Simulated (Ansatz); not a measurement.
**Mg₂SnO₄ (Pbam, No. 55, 14 atoms in the cell; start mp-755856)**

Method: G0W0@PBEsol+SOC in Ansatz (hard PAW, contour deformation, complete-basis limit, spin–orbit shift from PBEsol).

Settings: largest k mesh 6×4×10 (not extrapolated in the mesh).

Cell (relaxed with PBEsol):

```yaml
crystal:
  lattice:
    - [5.17095, 0.00000, 0.00000]
    - [0.00000, 9.82060, 0.00000]
    - [0.00000, 0.00000, 3.07603]
  atoms:
    - { symbol: Mg, position: [0.02116, 0.28850, 0.50000] }
    - { symbol: Mg, position: [0.97884, 0.71150, 0.50000] }
    - { symbol: Mg, position: [0.52116, 0.21150, 0.50000] }
    - { symbol: Mg, position: [0.47884, 0.78850, 0.50000] }
    - { symbol: Sn, position: [0.00000, 0.00000, 0.00000] }
    - { symbol: Sn, position: [0.50000, 0.50000, 0.00000] }
    - { symbol: O, position: [0.21706, 0.82299, 0.00000] }
    - { symbol: O, position: [0.78294, 0.17701, 0.00000] }
    - { symbol: O, position: [0.71706, 0.67701, 0.00000] }
    - { symbol: O, position: [0.28294, 0.32299, 0.00000] }
    - { symbol: O, position: [0.21127, 0.08807, 0.50000] }
    - { symbol: O, position: [0.78873, 0.91193, 0.50000] }
    - { symbol: O, position: [0.71127, 0.41193, 0.50000] }
    - { symbol: O, position: [0.28873, 0.58807, 0.50000] }
```

| Property | Value |
|---|---|
| band gap | 5.15 eV |

Note: filled d or f shells below the valence bands can shift G0W0 gaps through exchange with them, which wasn't tested here; spin–orbit coupling enters as the shift of the gap found with a semilocal functional.

The result took around 40 core-hours (rough).

A start named mp-… is a Materials Project structure, which need not be a measured phase.

Ansatz is an electronic-structure program.
